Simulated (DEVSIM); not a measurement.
System: abrupt Si n-p junction, at 350 K.

```csv
layer (left to right),material,thickness (μm),Nd (cm⁻³),Na (cm⁻³),τn (s),τp (s)
1,Si,16.0,4.3e15,-,0.00097,0.00097
2,Si,8.10,-,9.9e15,0.00097,0.00097
```

Left contact: ohmic. Right contact: ohmic. Voltage is applied to the left contact. Recombination: SRH at mid-gap, radiative, Auger. Mobility is constant in doping.

The device is made up for the run: typed textbook-type constants, with dimensions and the other settings drawn at random. Values at 300 K; Nc and Nv go as T^1.5, mobilities as T to minus their exponent, the gap by Varshni's rule with the affinity fixed.

```tsv
parameter	Si
gap (eV)	1.124
affinity (eV)	4.05
permittivity	11.7
Nc (cm⁻³)	2.86e19
Nv (cm⁻³)	3.1e19
μn (cm²/Vs)	1417
μp (cm²/Vs)	470
T exponent of μn	2.3
T exponent of μp	2.2
B (cm³/s)	4.7e-15
Cn (cm⁶/s)	2.8e-31
Cp (cm⁶/s)	9.9e-32
Varshni α (eV/K)	0.000473
Varshni β (K)	636
```

Model (solved in DEVSIM): 1D drift-diffusion, Boltzmann statistics, complete ionisation; no tunnelling, impact ionisation, image-force lowering or self-heating.

The thickness of layer 1 was swept, all else fixed.

| thickness of layer 1 (μm) | dark forward voltage at 1 A/cm² (V) | dark forward voltage at 100 A/cm² (V) |
|---|---|---|
| 3.2 | 0.459 | 0.670 |
| 5.6 | ? | ? |
| 9.6 | 0.477 | 0.699 |
| 16 | 0.483 | 0.732 |
| 27 | 0.488 | 0.784 |
| 48 | 0.493 | 0.875 |
| 80 | 0.499 | 1.004 |

### Question
What belongs in the gaps?

### Answer

- 5.6, dark forward voltage at 1 A/cm² (V): 0.469
- 5.6, dark forward voltage at 100 A/cm² (V): 0.681
